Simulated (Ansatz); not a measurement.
The starting structures come from a database of crystals and need not be the phases stable at ambient conditions.

 Where the default PAW files enter, the runs use the earlier of Ansatz's two default sets.

By LDA and PBEsol, the system below comes out a metal.

Here is the system:

```
Cu
1.0
    2.53410     0.00000     0.00000
   -1.26705     2.19459     0.00000
    0.00000     0.00000     4.11257
Cu
2
Cartesian
  0.00000   1.46306   1.02814
  1.26705   0.73153   3.08443
```

Space group of this cell: P6_3/mmc, hcp (Mg type). The cell is taken as given; by PBEsol its mean pressure is -1.7 GPa.

The current runs along the normal of the first two printed vectors, the (001) plane. All runs by Ansatz (a program for electronic structure), plane waves and PAW, without spin-orbit coupling; the base is PBEsol.

```tsv
run	mean pressure (GPa)	G/A, both spins (10¹⁵ S/m²)
base	-1.7	1.07
all lengths scaled by 0.98	9.6	1.11
all lengths scaled by 1.02	-9.8	[?]
lda in place of pbesol	-8.1	1.07
lengths across the current scaled by 0.98, ions clamped	5.5	[?]
lengths across the current scaled by 1.02, ions clamped	-7.2	1.07
lengths along the current scaled by 0.97, ions clamped	3.9	1.13
lengths along the current scaled by 1.03, ions clamped	-5.9	1.06
```

**Question.** What belongs in the gaps?

**Answer.** 
- all lengths scaled by 1.02, G/A, both spins (10¹⁵ S/m²): 1.03
- lengths across the current scaled by 0.98, ions clamped, G/A, both spins (10¹⁵ S/m²): 1.10
